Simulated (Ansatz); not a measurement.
By PBEsol, the system below comes out a metal.

A figure of merit of an interconnect metal is its ballistic conductance per area.

```
IrO2
1.0
    4.50531     0.00000     0.00000
    0.00000     4.50531     0.00000
    0.00000     0.00000     3.17671
Ir O
2 4
Direct
  0.50000   0.50000   0.50000
  0.00000   0.00000   0.00000
  0.30866   0.30866   0.00000
  0.69134   0.69134   0.00000
  0.19134   0.80866   0.50000
  0.80866   0.19134   0.50000
```

Space group of this cell: P4_2/mnm, rutile. The cell is taken as given; by PBEsol its mean pressure is -6.5 GPa.

The current flows along the normal of the first two printed cell vectors, the (001) plane of the conventional cell. No spin-orbit coupling; the value is a mean over 0.1 eV about the Fermi level.

Estimate the ballistic conductance per area that PBEsol (Ansatz, a quantum-chemistry and plane-wave program) returns for this system.

0.52 × 10¹⁵ S/m² for both spins.
